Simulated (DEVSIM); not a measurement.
System: Schottky contact on n-type Si, at 350 K.

Layer 1 from the left is Si, thickness (μm) 0.390, Nd (cm⁻³) 1.9e16, τn (s) 5.3e-5, τp (s) 5.3e-5.

Left contact: Schottky, work function 4.71 eV, emission velocity 1.7e6 cm/s. Right contact: ohmic. Voltage is applied to the left contact. Recombination: SRH at mid-gap, radiative, Auger. Gap narrowing is on: ΔEg = 6.92 meV × (l + √(l² + 0.5)), l = ln(N/1.3e17 cm⁻³), shared equally by both band edges. Mobility is constant in doping.

The device is made up for the run: typed textbook-type constants, with dimensions and the other settings drawn at random. Values at 300 K; Nc and Nv go as T^1.5, mobilities as T to minus their exponent, the gap by Varshni's rule with the affinity fixed.

Si: gap (eV) 1.124, affinity (eV) 4.05, permittivity 11.7, Nc (cm⁻³) 2.86e19, Nv (cm⁻³) 3.1e19, μn (cm²/Vs) 1417, μp (cm²/Vs) 470, T exponent of μn 2.3, T exponent of μp 2.2, B (cm³/s) 4.7e-15, Cn (cm⁶/s) 2.8e-31, Cp (cm⁶/s) 9.9e-32, Varshni α (eV/K) 0.000473, Varshni β (K) 636.

Simulated with DEVSIM: 1D drift-diffusion, Boltzmann statistics, complete ionisation; no tunnelling, impact ionisation, image-force lowering or self-heating. Metal contacts follow the ideal Schottky-Mott rule: no Fermi-level pinning, no interface dipoles.

Dark forward current:

| |V| (V) | |J| (A/cm²) |
|---|---|
| 0.05 | 0.01277 |
| 0.10 | 0.07948 |
| 0.15 | 0.4278 |
| 0.20 | 2.241 |
| 0.25 | 11.62 |
| 0.30 | 58.88 |
| 0.35 | 276.4 |
| 0.40 | 1039 |
| 0.45 | 2732 |

**Question.** Work out the local ideality factor n = ΔV / (kT/q · ln(J2/J1)) between the rows 0.15 and 0.20 V, 0.40 and 0.45 V.

**Answer.** kT/q = 30.16 mV. From 0.15 to 0.20 V: ln(2.241/0.4278) = 1.656, n = 1.00, near the 1 of diffusion or emission over a barrier. From 0.40 to 0.45 V: ln(2732/1039) = 0.967, n = 1.71; the layers' resistance at their doping, Σ W/(qμN) = 1.3e-5 Ω cm², would take 22 mV of this step of 50 mV.

**Question.** Estimate the current at 0.20 V for emission alone, J0 = q v N_band exp(−φB/kT), and read the barrier back from the simulated current.

**Answer.** φB = 0.660 eV, N_band = 3.60e19 cm⁻³, J0 = 0.00308 A/cm²; J = J0 (exp(qV/kT) − 1) = 2.33 A/cm². The simulation gives 2.24 A/cm²; the estimate lies 4.0 % above. Read backwards, the simulated current gives an apparent barrier of 0.661 eV. The estimate leaves out transport through the depletion region and minority injection.
